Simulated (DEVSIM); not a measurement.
Structure: Schottky contact on n-type GaN, at 350 K.

```csv
layer (left to right),material,thickness (μm),Nd (cm⁻³),τn (s),τp (s)
1,GaN,0.360,8e16,4.5e-8,4.5e-8
```

Left contact: Schottky, work function 5.15 eV, emission velocity 1.1e7 cm/s. Right contact: ohmic. Voltage is applied to the left contact. Recombination: SRH at mid-gap, radiative. Mobility is constant in doping.

This is a model device: material constants are rounded textbook-type values typed into the input, and sizes, dopings and lifetimes were drawn at random. Values at 300 K; Nc and Nv go as T^1.5, mobilities as T to minus their exponent, the gap by Varshni's rule with the affinity fixed.

```csv
parameter,GaN
gap (eV),3.43
affinity (eV),4.1
permittivity,9.5
Nc (cm⁻³),2.3e18
Nv (cm⁻³),4.6e19
μn (cm²/Vs),1200
μp (cm²/Vs),100
T exponent of μn,1.5
T exponent of μp,2
B (cm³/s),1e-11
Varshni α (eV/K),0.00091
Varshni β (K),830
```

DEVSIM, 1D drift-diffusion, Boltzmann statistics, complete ionisation; no tunnelling, impact ionisation, image-force lowering or self-heating. Metal contacts follow the ideal Schottky-Mott rule: no Fermi-level pinning, no interface dipoles.

The temperature was swept, all else fixed.

```tsv
temperature (K)	potential step across the device at zero bias (V)	dark forward voltage at 1 A/cm² (V)	dark forward voltage at 100 A/cm² (V)
250	0.984	…	…
300	0.963	0.659	0.780
350	0.942	0.588	0.728
400	0.919	0.515	0.676
450	0.896	0.442	0.623
500	0.872	0.368	0.570
```

What belongs in the gaps?


- 250, dark forward voltage at 1 A/cm² (V): 0.730
- 250, dark forward voltage at 100 A/cm² (V): 0.830
